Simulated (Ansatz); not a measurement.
**WSe2: biaxial strain +3.00 %, plane normal [001], relaxed out of plane**

Consider WSe₂ (space group P6_3/mmc, No. 194; a = 3.279 Å, c = 12.786 Å; layered, stacked along the Cartesian z axis). Axes: x lies along a and z along c of the hexagonal cell.

One thing is altered: tensile biaxial strain of 3.00 % in the plane normal to [001], as in epitaxy on a mismatched substrate; the out-of-plane cell vector and the atoms relax.

All numbers come from PBE-D3(BJ)/PAW in Ansatz (a first-principles code), spin-orbit coupling left out. k-mesh 12×12×3 (Γ-centred); smearing 0.05 eV (Fermi–Dirac).

The volume per atom goes up by 0.98 Å³ (19.84 Å³ → 20.82 Å³) and the shortest interatomic distance grows by 0.019 Å (2.534 Å → 2.553 Å). The pressure (mean of the normal stresses, compression positive) goes from zero to -4.18 GPa and the band gap drops by 0.06 eV to 0.81 eV. The gap character changes from indirect, Γ → K–Γ (47 % along) to indirect, Γ → K and the smallest direct gap falls by 0.34 eV to 1.23 eV. The valence-band top at Γ (three highest levels, from the VBM) becomes 0.00, -0.80, -0.97 eV (base: 0.00, -0.96, -1.20 eV) and the out-of-plane strain amounts to -1.11 %. The ratio −ε⊥/ε∥ comes out as 0.37 and the mean in-plane stress (compression positive) is -6.3 GPa.

With W present, leaving out spin-orbit coupling can change the band edges. Stability against distortions was not tested.
